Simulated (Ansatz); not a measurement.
The starting structures come from a database of crystals and need not be the phases stable at ambient conditions.

Consider the following.

```
CELL_PARAMETERS angstrom
      4.25028     0.00000     0.00000
     -2.12514     5.93554     0.00000
      0.00000     0.00000     4.45058
ATOMIC_POSITIONS crystal
  Pb 0.62769 0.25538 0.75000
  Pb 0.37231 0.74462 0.25000
  Se 0.86661 0.73322 0.75000
  Se 0.13339 0.26678 0.25000
```

Space group of this cell: Cmcm. The cell was relaxed by PBE-D3(BJ); by r2SCAN its mean pressure is 1.1 GPa.

Transport runs along the normal of the first two printed cell vectors.

No gap correction and no spin-orbit coupling; mid-gap values are interpolated between computed energies.

**Question.** Estimate the band gap and the smallest decay constant κ at mid-gap that r2SCAN in Ansatz (a quantum-chemistry and plane-wave program) returns for this system.

**Answer.** Gap 1.18 eV on a 8×8×8 mesh; κ = 0.094 1/Å, at (0.000, 0.500) of the in-plane reciprocal vectors. At the zone centre, at the nearest computed energy, the slowest state has κ = 0.14 1/Å.
